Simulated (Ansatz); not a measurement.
GeSiC₂ (model structure, started from the AlGaN2 type, P-4m2, No. 115, 4 atoms in the cell), treated with HSE06 (PAW; Ansatz, a quantum-chemistry and plane-wave program).

Run with plane-wave cutoff 460 eV, 8×8×6 k mesh (along the axes of the cell as run), Fermi–Dirac smearing 0.01 eV, scalar-relativistic PAW data made under PBE.

Cell (relaxed with PBEsol):

```yaml
crystal:
  lattice:
    - [3.15581, 0.00000, 0.00000]
    - [0.00000, 3.15581, 0.00000]
    - [0.00000, 0.00000, 4.45313]
  atoms:
    - { symbol: Ge, position: [0.50000, 0.50000, 0.50000] }
    - { symbol: Si, position: [0.00000, 0.00000, 0.00000] }
    - { symbol: C, position: [0.50000, 0.00000, 0.76364] }
    - { symbol: C, position: [0.00000, 0.50000, 0.23636] }
```

**Question.** Estimate the band gap and smallest direct gap on the k points sampled that the calculation returns.

**Answer.** 
- band gap = 2.30 eV (on the SCF k mesh) (indirect)
- smallest direct gap on the k points sampled = 2.62 eV

Note: the relaxation could raise the start's symmetry but not lower it, so the cell can be a saddle point; cell and atoms aren't relaxed at this level (largest force component 0.03 eV/Å, pressure -0.8 GPa).

Spin–orbit coupling is not included.

It cost around 2.7 core-minutes (rough) of CPU time.

A model structure was made by putting elements into a prototype or built by hand; it is no filed structure, need not be a known phase, and can be a saddle point held by its symmetry.
